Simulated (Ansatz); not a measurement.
Base system: CdS in the wurtzite structure (space group P6_3mc, No. 186; a = 4.074 Å, c = 6.637 Å). Axes: x lies along a and z along c of the hexagonal cell.

Calculations: LDA (Ansatz, a first-principles code; PAW; 420 eV plane waves; no spin-orbit coupling).

It is then changed as follows: the cell is compressed by 0.60 % along z with no lateral relaxation; the atoms relax in the strained cell.

Problem. Predict the stress tensor and what it implies for the stiffness.

Solution. Stress of the strained cell less that of the base (GPa, compression positive):
```
   0.30    0.00    0.00
   0.00    0.30    0.00
   0.00    0.00    0.64
```

Then −Δσ_ii/ε with ε = -0.0060 gives relaxed-ion elastic constants: C33 ≈ 107 GPa, C13 ≈ 50 GPa and C23 ≈ 50 GPa.

Whether these cells are dynamically stable was not tested.
